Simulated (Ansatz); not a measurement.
**WSi2: response to strain**

The parent structure is WSi2 (space group I4/mmm, No. 139; a = 3.202 Å, c = 7.818 Å; relaxed with 0.1 eV smearing). Axes: x, y, z lie along a, b, c of the conventional cell.

Strains are applied to the cell and any free atomic positions relax; under biaxial strain the out-of-plane vector relaxes too.

Computed with PBEsol (Ansatz, an electronic-structure program, PAW, no spin-orbit coupling).

Notes on the quantities. in-plane stress: mean in-plane stress (compression positive); energy relative to the base: free energy F.

```csv
case,ratio −ε⊥/ε∥,in-plane stress,energy relative to the base
base,–,–,0 meV/atom
"biaxial strain −3.00 %, plane normal [001], relaxed out of plane",0.43,+17.7 GPa,+42 meV/atom
"biaxial strain −2.50 %, plane normal [001], relaxed out of plane",0.42,+14.5 GPa,+29 meV/atom
"biaxial strain −1.00 %, plane normal [001], relaxed out of plane",0.38,+5.5 GPa,+4.5 meV/atom
"biaxial strain −0.50 %, plane normal [001], relaxed out of plane",–,+2.7 GPa,+1.1 meV/atom
"biaxial strain +0.50 %, plane normal [001], relaxed out of plane",–,-2.6 GPa,+1.1 meV/atom
"biaxial strain +1.00 %, plane normal [001], relaxed out of plane",[?],[?],[?]
"biaxial strain +1.50 %, plane normal [001], relaxed out of plane",0.34,-7.5 GPa,+9.6 meV/atom
"biaxial strain +2.00 %, plane normal [001], relaxed out of plane",0.33,-9.8 GPa,+17 meV/atom
"biaxial strain +3.00 %, plane normal [001], relaxed out of plane",0.32,-14.0 GPa,+37 meV/atom
```

**Question.** Complete the table.

**Answer.** 
- biaxial strain +1.00 %, plane normal [001], relaxed out of plane, ratio −ε⊥/ε∥: 0.35
- biaxial strain +1.00 %, plane normal [001], relaxed out of plane, in-plane stress: -5.1 GPa
- biaxial strain +1.00 %, plane normal [001], relaxed out of plane, energy relative to the base: +4.3 meV/atom

Whether these cells are dynamically stable was not tested. The final runs are not spin-polarised.
